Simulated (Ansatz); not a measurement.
The structure below was relaxed with Ansatz (a first-principles code), PBE, PAW, cutoff 420 eV, scalar-relativistic without spin-orbit coupling.

```
Se
1.0
    4.53122     0.00000     0.00000
   -2.26561     3.92415     0.00000
    0.00000     0.00000     5.04270
Se
3
Cartesian
  0.98917   0.00000   4.20225
 -0.49459   0.85665   0.84045
  1.77102   3.06750   2.52135
```

### Question
Find the space group and the Wyckoff positions.

### Answer
Space group P3₁21 (No. 152); a = 4.5312 Å, b = 4.5312 Å, c = 5.0427 Å, α = 90.00°, β = 90.00°, γ = 120.00°

```tsv
atom	site	symmetry	x	y	z
Se	3b	.2.	0.7817	0.7817	0.5000
```

No phonon test of stability was made. The cell was made from Te by this change: Te → Se. No dispersion term is included, though the crystal is made of layers, chains or molecules, so its spacings can come out too wide.
